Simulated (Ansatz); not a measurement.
Effect of strain tensor (xx, yy, zz, yz, xz, xy) = (+0.67, −1.45, −1.85, −0.13, −1.09, −1.90) % on TiAl

Start from TiAl (space group P4/mmm, No. 123; a = 2.813 Å, c = 4.058 Å). Axes: x, y, z lie along a, b, c of the conventional cell.

It is then changed as follows: strain tensor (xx, yy, zz, yz, xz, xy) = (+0.67, −1.45, −1.85, −0.13, −1.09, −1.90) %, atoms relaxed at fixed cell.

Level of theory: r2SCAN in Ansatz (plane waves to 500 eV, PAW, spin-orbit coupling left out). Γ-centred 16×16×12 mesh, Fermi–Dirac width 0.05 eV.

| quantity | base | changed | shift |
|---|---|---|---|
| shortest interatomic distance | 2.813 Å | 2.758 Å | -0.0544 Å |
| energy relative to the base (free energy F) | 0 meV/atom | +14 meV/atom | +14 meV/atom |
| pressure (mean of the normal stresses, compression positive) | 0.0 GPa | 3.5 GPa | +3.5 GPa |
| band gap | zero | zero | – |
| stress (xx, yy, zz, yz, xz, xy; compression positive) (rough) | – | (1.3, 4.7, 4.7, 0.6, 3.0, 2.1) GPa | – |

Without a gap, meshes like the base's 16×16×12 leave anisotropic stresses uncertain by several tenths of a GPa, and small strain energies with them. Stability against distortions was not tested. The final runs are not spin-polarised.

Ansatz is an electronic-structure program.
